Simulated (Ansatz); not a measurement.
hcp (Mg type) Os; conventional cell a = b = 2.671 Å, c = 4.233 Å, α = β = 90.00°, γ = 120.00°.

The run noted for some of its cells that some bands missed the eigensolver's tolerance. Spin-orbit coupling is not included. The pressure is 30 GPa. The structure is held there; whether it is the stable one at that pressure was not tested.

Task: By how much do the lattice constants and the volume change from 300 K to 825 K (quasi-harmonic lattice dynamics, PBEsol in Ansatz, a program for electronic structure), and how far does the bulk modulus soften?

Result: a by 0.18 %, c by 0.24 %, the volume by 0.59 %; B_T goes from 559 to 543 GPa. The crystal is held in this phase throughout; melting and phase transitions are not modelled.

The PAW data sets were generated under PBE and serve the other functionals too.
